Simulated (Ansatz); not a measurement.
V2O3: pressure 0.7 GPa

Consider V2O3 in the corundum structure (space group R-3c, No. 167; a = 4.7746 Å, c = 14.2284 Å (hexagonal axes); ferromagnetic).

It is then changed as follows: cell and atoms relaxed at a pressure of 0.7 GPa.

Level of theory: plane-wave PAW DFT at the PBEsol level (Ansatz, an electronic-structure program, 420 eV), no spin-orbit coupling. Γ-centred 12×12×12 mesh, Fermi–Dirac width 0.05 eV.

The volume per atom falls by 0.026 Å³, from 9.36 Å³ to 9.34 Å³ and the density grows by 0.01 g/cm³ to 5.33 g/cm³. The lattice parameter a drops by 0.0053 Å, from 4.775 Å to 4.769 Å and the c/a ratio hardly moves (2.980 against 2.982). The shortest interatomic distance hardly moves (1.947 Å against 1.945 Å) and the enthalpy H = E + PV relative to the base's energy comes out as +0.04 eV/atom. The band gap stays zero and the magnetic state is still ferromagnetic. The largest site moment is nearly the same (0.80 μB against 0.79 μB).

Final structure:

```
CELL_PARAMETERS angstrom
      2.38464     1.37677     4.74033
     -2.38464     1.37677     4.74033
      0.00000    -2.75355     4.74033
ATOMIC_POSITIONS crystal
  V  0.16030 0.16030 0.16030
  V  0.83970 0.83970 0.83970
  V  0.33970 0.33970 0.33970
  V  0.66030 0.66030 0.66030
  O  0.57587 0.25000 0.92413
  O  0.42413 0.75000 0.07587
  O  0.75000 0.07587 0.42413
  O  0.25000 0.92413 0.57587
  O  0.07587 0.42413 0.75000
  O  0.92413 0.57587 0.25000
```

Other magnetic orders, which the real material may have, were not ruled out. Load acts through the strain it causes; cell and atoms are relaxed under it. Stability against distortions was not tested. No Hubbard U is applied, and correlation can decide whether such a compound is a metal. The base started in C2/c and relaxed to R-3c at this level.
